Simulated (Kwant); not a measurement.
System: stadium cavity between two wires in a InAs two-dimensional gas. Effective mass 0.023 mₑ, grid spacing 12 nm, hard walls, nominal width 150 nm (13 grid rows, so walls 168 nm apart), one parabolic valley, scattering region 1100 nm long along x; energies count from the band bottom; Fermi energy swept from 0.0005813 to 0.0087195 eV. Cavity of radius 240 nm, straight part 240 nm, centre moved sideways by 96 nm.

The device is made up for the run: typed textbook-type constants, with dimensions and the other settings drawn at random.

Model: effective-mass tight-binding model on a square grid, one spin, coherent transport at 0 K (Kwant). Conductance is in e²/h.

Question: How many channels do the leads carry at E = 5.71, 7.69, 8.10 meV?

Answer: The hard-wall thresholds are n² ħ²π²/(2mW²) = n² × 0.579 meV with W = 168 nm. √(5.71/0.579) = 3.14, so 3. √(7.69/0.579) = 3.64, so 3. √(8.10/0.579) = 3.74, so 3.
